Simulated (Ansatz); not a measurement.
Take BN in the wurtzite structure (space group P6_3mc, No. 186; a = 2.523 Å, c = 4.175 Å) as the base. Axes: x lies along a and z along c of the hexagonal cell.

Structures relaxed with DFT with LDA, PAW potentials and a 420 eV plane-wave cutoff in Ansatz (a first-principles code), no SOC.

Base:

Simulated powder pattern, Co Kα, λ = 1.79026 Å (kinematic, ideal powder, no thermal factors, no anomalous dispersion; the 14 strongest lines at most, above 2 %, up to 2θ = 90°):

```json
[
 {"2θ (°)": "48.36", "I/Imax (%)": "100", "hkl": "(100)"},
 {"2θ (°)": "50.78", "I/Imax (%)": "59", "hkl": "(002)"},
 {"2θ (°)": "55.08", "I/Imax (%)": "74", "hkl": "(101)"},
 {"2θ (°)": "72.74", "I/Imax (%)": "23", "hkl": "(102)"}
]
```

After one change:

Simulated powder pattern, Co Kα, λ = 1.79026 Å (kinematic, ideal powder, no thermal factors, no anomalous dispersion; the 14 strongest lines at most, above 2 %, up to 2θ = 90°):

| 2θ (°) | I/Imax (%) |
|---|---|
| 48.36 | 100 |
| 49.82 | 63 |
| 54.85 | 75 |
| 71.97 | 23 |

Which of these changes matches the shifts?
(A) uniaxial strain ε_zz = +2.40 %
(B) uniaxial strain ε_zz = +1.20 %
(C) uniaxial strain ε_zz = +1.80 %
(D) uniaxial strain ε_zz = +3.00 %

C, uniaxial strain ε_zz = +1.80 %. Its volume per atom is 5.86 Å³ against 5.76 Å³, and its space group is P6_3mc (No. 186).

Stability against distortions was not tested.
